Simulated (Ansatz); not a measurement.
O on the 1x1 (110) surface of bcc Ta, one in a 2x2 cell: adsorption energies (eV for each) against ½ O2(g) in Ansatz (plane waves, PAW). Structures relaxed with PBE; the other functionals are single points on them, with slab and gas at the same level. No dispersion, zero-point or thermal terms. Rows are starts at which the adsorbate stayed.

Slab: 17 atoms, 6.8 Å thick at the start under the adsorbate (thin: gaps and levels are the slab's own); k 5x5x1, smearing 0.1 eV, dipole-corrected; 8 atoms held, the rest relaxed; each run with such symmetry as its start has; spin where the adsorbate may keep a moment, no spin-orbit, no U, no dispersion correction.

| site | PBE | RPBE | r2SCAN |
|---|---|---|---|
| top Ta | -2.75 | -2.63 | … |
| hollow Ta-Ta-Ta | -4.86 | -4.60 | … |
| bridge Ta-Ta (span 2.9 Å) | -4.28 | -4.07 | … |
| bridge Ta-Ta (span 3.3 Å) | -4.61 | -4.38 | … |

Question: What belongs in the gaps?

Answer: 
- top Ta, r2SCAN: -2.84
- hollow Ta-Ta-Ta, r2SCAN: -5.29
- bridge Ta-Ta (span 2.9 Å), r2SCAN: -4.61
- bridge Ta-Ta (span 3.3 Å), r2SCAN: -5.01

RPBE moves the energies by 0.20 eV on average against PBE and puts 'hollow Ta-Ta-Ta' lowest, as PBE does. r2SCAN moves the energies by -0.31 eV on average against PBE and puts 'hollow Ta-Ta-Ta' lowest, as PBE does.

Ansatz is a program for electronic structure.
